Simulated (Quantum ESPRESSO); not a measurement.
Quantum ESPRESSO 7.5, DFT, PBE, plane waves, PseudoDojo 0.5 standard norm-conserving PBE (local tails restored to the Coulomb form): diamond-structure Si with 4 P on Si sites, atoms displaced (Si12P4), unrelaxed at the host's lattice constant, 16 atoms. Basis and mesh were picked for this test and aren't claimed converged.

* **cell**: 7.68, 7.68, 7.68 Å; 60, 60, 60°
* **distance to the nearest atom**: 2.07 to 2.32 Å
* **task**: scf
* **k mesh**: 3×3×3
* **ecutwfc**: 44 Ry
* **ecutrho**: 176 Ry
* **occupations**: smearing
* **smearing**: gaussian
* **degauss**: 0.005 Ry
* **conv_thr**: 1.6e-08 Ry
* **tprnfor**: true
* **tstress**: false
* **k-point pools (-nk)**: 8
* **diagonalization**: david (default)
* **k-points computed**: 14
* **bands**: 41
* **electrons**: 68
* **G-vectors of the density**: 85275
* **FFT grid**: 64×64×64

One run each.

All on 8 ranks. Base settings, kept where nothing else is said: mixing_mode = plain (default), mixing_beta = 0.7 (default), mixing_ndim = 8 (default). The settings tried:
- mixing_beta = 0.1
- mixing_mode = local-TF
- mixing_mode = TF, mixing_beta = 0.4
- mixing_ndim = 16
- mixing_mode = TF, mixing_beta = 0.1
- mixing_mode = TF
- mixing_ndim = 2
- mixing_beta = 0.2
- mixing_beta = 0.4
- mixing_beta = 1
- mixing_ndim = 4
- mixing_mode = TF, mixing_beta = 0.2
- mixing_mode = local-TF, mixing_beta = 0.1
- mixing_mode = local-TF, mixing_beta = 0.2
- mixing_mode = TF, mixing_beta = 1
- the base settings
- mixing_mode = local-TF, mixing_beta = 0.4

Task: Name the extremes by SCF iterations: fewest, most, and any that don't converge.

Result: Fewest SCF iterations, with those close behind: mixing_mode = TF, mixing_beta = 1 (8); mixing_mode = local-TF (10); mixing_mode = TF (11). Most among those that reach the base run's result: mixing_mode = local-TF, mixing_beta = 0.1 (34). All converged.

```csv
setting,SCF iterations,end
"mixing_mode = TF, mixing_beta = 1",8,converged
mixing_mode = local-TF,10,converged
mixing_mode = TF,11,converged
the base settings,12,converged
mixing_beta = 0.4,12,converged
"mixing_mode = local-TF, mixing_beta = 0.4",12,converged
mixing_beta = 1,13,converged
"mixing_mode = TF, mixing_beta = 0.4",13,converged
mixing_ndim = 16,13,converged
mixing_beta = 0.2,14,converged
mixing_ndim = 4,14,converged
"mixing_mode = TF, mixing_beta = 0.2",17,converged
mixing_ndim = 2,17,converged
mixing_beta = 0.1,18,converged
"mixing_mode = local-TF, mixing_beta = 0.2",18,converged
"mixing_mode = TF, mixing_beta = 0.1",22,converged
"mixing_mode = local-TF, mixing_beta = 0.1",34,converged
```
